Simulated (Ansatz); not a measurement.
# Response to strain in Pt

Start from Pt in the fcc (Cu type) structure (space group Fm-3m, No. 225; relaxed with 0.1 eV smearing).

```
Pt
1.0
    0.00000     1.95989     1.95989
    1.95989     0.00000     1.95989
    1.95989     1.95989     0.00000
Pt
1
Direct
  0.00000   0.00000   0.00000
```

Cartesian axes are those of the cell as printed.

Strains are applied to the cell and any free atomic positions relax; under biaxial strain the out-of-plane vector relaxes too.

Method: Ansatz (an electronic-structure program), PBEsol, PAW, cutoff 420 eV, no spin-orbit coupling.

```tsv
biaxial strain, plane normal [001], relaxed out of plane (%)	out-of-plane strain (%)
-3	4.16
-2.5	?
-2	2.77
-1.5	2.08
-1	1.39
-0.5	0.70
0	0.00
```

Fit ε⊥ = −νε + γε² (strains in %) to the rows shown and predict the withheld row.

Least squares on the printed values gives ν = 1.39 (the biaxial Poisson response) and γ = -0.001 (largest residual 0.01 %); this predicts 3.47 %, and the run gives 3.46 %, in agreement.

Whether these cells are dynamically stable was not tested. All final runs are without spin polarisation.
